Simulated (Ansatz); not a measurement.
# PtBi (P6₃/mmc, No. 194, 4 atoms in the cell; start mp-1066078)

These are r²SCAN in Ansatz (plane waves, PAW) values and carry that method's errors.

Run with plane-wave cutoff 560 eV, 18×18×10 k mesh (along the axes of the cell as run), Fermi–Dirac smearing 0.05 eV, scalar-relativistic PAW data made under PBE.

Cell (relaxed at this level):

```
CELL_PARAMETERS angstrom
      4.37707     0.00000     0.00000
     -2.18853     3.79065     0.00000
      0.00000     0.00000     5.54783
ATOMIC_POSITIONS crystal
  Bi 0.33333 0.66667 0.25000
  Bi 0.66667 0.33333 0.75000
  Pt 0.00000 0.00000 0.50000
  Pt 0.00000 0.00000 0.00000
```

```json
{
 "band_gap": "none",
 "bulk_modulus": "118 GPa"
}
```

Note: the relaxation could not lower the start's symmetry, so the cell can be a saddle point above a distorted one; the bulk modulus is −V dP/dV from two relaxed cells at ±2 % in volume.

Spin–orbit coupling is not included; it can shift volumes and moduli of such heavy elements.

A start named mp-… is a Materials Project structure, which need not be a measured phase.

Ansatz is a first-principles code.
